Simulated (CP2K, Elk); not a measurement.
A CP2K input for a self-consistent single point of TiGeSb (P4/nmm, 6 atoms in the cell) (DFT PBEsol, GPW, DZVP-MOLOPT-SR-GTH basis, GTH-PBE potentials (GTH_POTENTIALS)):

```
&GLOBAL
  PROJECT tigesb
  RUN_TYPE ENERGY_FORCE
  PRINT_LEVEL LOW
&END GLOBAL
&FORCE_EVAL
  METHOD Quickstep
  STRESS_TENSOR ANALYTICAL
  &DFT
    BASIS_SET_FILE_NAME BASIS_MOLOPT
    POTENTIAL_FILE_NAME GTH_POTENTIALS
    &QS
      METHOD GPW
      EPS_DEFAULT 1E-11
    &END QS
    &MGRID
      CUTOFF 600
      REL_CUTOFF 60
      NGRIDS 5
    &END MGRID
    &SCF
      SCF_GUESS ATOMIC
      EPS_SCF 1E-6
      MAX_SCF 100
      ADDED_MOS 8
      &DIAGONALIZATION
        ALGORITHM STANDARD
      &END DIAGONALIZATION
      &MIXING
        METHOD BROYDEN_MIXING
        ALPHA 0.3
        NBUFFER 10
      &END MIXING
      &SMEAR ON
        METHOD GAUSSIAN
        SIGMA [eV] 0.136
      &END SMEAR
    &END SCF
    &KPOINTS
      SCHEME MONKHORST-PACK 7 7 3
    &END KPOINTS
    &XC
      &XC_FUNCTIONAL
        &PBE
          PARAMETRIZATION PBESOL
        &END PBE
      &END XC_FUNCTIONAL
    &END XC
    &PRINT
      &MO
        EIGENVALUES T
        OCCUPATION_NUMBERS T
        NDIGITS 8
        FILENAME mo
        &EACH
          QS_SCF 0
        &END EACH
        ADD_LAST NUMERIC
      &END MO
      &MULLIKEN OFF
      &END MULLIKEN
    &END PRINT
  &END DFT
  &SUBSYS
    &CELL
      A 3.58960400 0.00000000 0.00000000
      B 0.00000000 3.58960400 0.00000000
      C 0.00000000 0.00000000 8.00910800
      PERIODIC XYZ
    &END CELL
    &COORD
      SCALED
      Ti       0.00000000     0.50000000     0.75285000
      Ti       0.50000000     0.00000000     0.24715000
      Ge       0.00000000     0.00000000     0.00000000
      Ge       0.50000000     0.50000000     0.00000000
      Sb       0.00000000     0.50000000     0.38354000
      Sb       0.50000000     0.00000000     0.61646000
    &END COORD
    &KIND Ti
      BASIS_SET DZVP-MOLOPT-SR-GTH
      POTENTIAL GTH-PBE-q12
    &END KIND
    &KIND Ge
      BASIS_SET DZVP-MOLOPT-SR-GTH
      POTENTIAL GTH-PBE-q4
    &END KIND
    &KIND Sb
      BASIS_SET DZVP-MOLOPT-SR-GTH
      POTENTIAL GTH-PBE-q5
    &END KIND
  &END SUBSYS
  &PRINT
    &FORCES ON
    &END FORCES
    &STRESS_TENSOR ON
    &END STRESS_TENSOR
  &END PRINT
&END FORCE_EVAL
```

### Question
Give the Elk input for the same structure, mesh, smearing and functional.

### Answer
One input that does it (others would too):

```
tasks
  0

xctype
  22

rgkmax
  7.5

gmaxvr
  16.0

nxoapwlo
  1

stype
  0

swidth
  0.00499791

maxscl
  100

avec
    6.7833684559    0.0000000000    0.0000000000
    0.0000000000    6.7833684559    0.0000000000
    0.0000000000    0.0000000000   15.1350206225

sppath
  './'

atoms
  3
  'Ti.in'
  2
  0.0000000000  0.5000000000  0.7528500000    0.0 0.0 0.0
  0.5000000000  0.0000000000  0.2471500000    0.0 0.0 0.0
  'Ge.in'
  2
  0.0000000000  0.0000000000  0.0000000000    0.0 0.0 0.0
  0.5000000000  0.5000000000  0.0000000000    0.0 0.0 0.0
  'Sb.in'
  2
  0.0000000000  0.5000000000  0.3835400000    0.0 0.0 0.0
  0.5000000000  0.0000000000  0.6164600000    0.0 0.0 0.0

ngridk
  7 7 3
```

Basis settings and potentials, where a program has them, do not carry over. This input uses DFT, PBEsol, all-electron FP-LAPW, Elk's shipped species files, LAPW+lo basis.

The starting cell comes from a database of computed structures (which also holds hypothetical and non-ambient phases and stackings), without a prior relaxation at this level. Its lattice was rescaled by a random factor within 2.5 % of one. For this run, on top of that: lattice scaled by 0.98.
